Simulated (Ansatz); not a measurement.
**Ru, response to strain**

Base system: Ru in the hcp (Mg type) structure (space group P6_3/mmc, No. 194; a = 2.691 Å, c = 4.249 Å; relaxed with 0.1 eV smearing). Axes: x lies along a and z along c of the hexagonal cell.

Strains are applied to the cell and any free atomic positions relax.

Computed with Ansatz (a program for electronic structure) PBEsol, no spin-orbit coupling.

Candidates:
(a) uniaxial strain ε_xx = −2.00 %
(b) uniaxial strain ε_xx = +3.00 %
(c) uniaxial strain ε_xx = +2.50 %

Notes on the quantities. energy relative to the base: free energy F.

Q: Order them by energy relative to the base, highest first.

A: (b) uniaxial strain ε_xx = +3.00 % (+21 meV/atom), (c) uniaxial strain ε_xx = +2.50 % (+15 meV/atom), (a) uniaxial strain ε_xx = −2.00 % (+11 meV/atom)

Whether these cells are dynamically stable was not tested. The final runs are not spin-polarised.
